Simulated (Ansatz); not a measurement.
Base system: InP in the zinc blende structure (space group F-43m, No. 216; a = 5.960 Å).

Computed with plane-wave PAW DFT at the PBE level (Ansatz, a first-principles code, 420 eV), spin-orbit coupling left out, earlier PAW set.

Its conduction minimum is a single valley at Γ with mass 0.037 mₑ.

One thing is altered: 0.0529 electrons added to each cell, a density of 1.0×10^21 cm⁻³, with a uniform compensating background at fixed cell and a 300 K Fermi–Dirac width.

Task: Where would a parabolic band put the Fermi level, and where does the calculation put it?

Result: k_F = (3π²n)^(1/3) = 0.309 Å⁻¹, so ħ²k_F²/2m = 10.0 eV above the band edge at zero temperature. The calculation gives 1.15 eV (to 0.05 eV): the band is strongly non-parabolic or higher valleys fill at this density.

Charged cell with a jellium background: band edges are those of the host's band count, energies are not comparable with the neutral cell, and many-body gap narrowing is missing. The levels and masses belong to the bands next to the band gap. Masses are band curvatures over ±0.01 Å⁻¹ around the edge. No phonon test of stability was made.
